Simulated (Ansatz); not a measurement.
The structure below was relaxed with PBE/PAW in Ansatz (a program for electronic structure), no spin-orbit coupling, earlier PAW set.

```
CELL_PARAMETERS angstrom
      2.94764     0.00000     0.00000
     -1.47382     2.55273     0.00000
      0.00000     0.00000     7.26347
ATOMIC_POSITIONS crystal
  Si 0.66667 0.33333 0.70390
  C  0.00000 0.00000 0.38972
  C  0.33333 0.66667 0.03473
  C  0.00000 0.00000 0.61028
  Si 0.33333 0.66667 0.29610
  C  0.66667 0.33333 0.96527
```

### Question
Find the space group and the Wyckoff positions.

### Answer
Space group P-3m1 (No. 164); a = 2.9476 Å, b = 2.9476 Å, c = 7.2635 Å, α = 90.00°, β = 90.00°, γ = 120.00°

```tsv
atom	site	symmetry	x	y	z
Si	2d	3m.	0.3333	0.6667	0.2961
C	2c	3m.	0.0000	0.0000	0.3897
C	2d	3m.	0.3333	0.6667	0.0347
```

### Question
Describe the coordination.

### Answer
The crystal has 6 atoms in its conventional cell. Lattice parameters: a = 2.948 Å, b = 2.948 Å, c = 7.263 Å, α = 90.00°, β = 90.00°, γ = 120.00°. Si has 4 C at 1.833–1.898 Å (tetrahedral). C1 is coordinated by 1 C at 1.602 Å and 3 Si at 1.833 Å (tetrahedral). C2 is coordinated by 3 C at 1.775 Å and 1 Si at 1.898 Å (tetrahedral). (Neighbours: up to the widest gap in distance over summed covalent radii, below 1.35, at either atom.)

These are small ordered cells, not random alloys; other orderings at the same x differ. No phonon test of stability was made. The cell was made from C by this change: x(Si) = 0.333, 6 atoms, P-3m1.
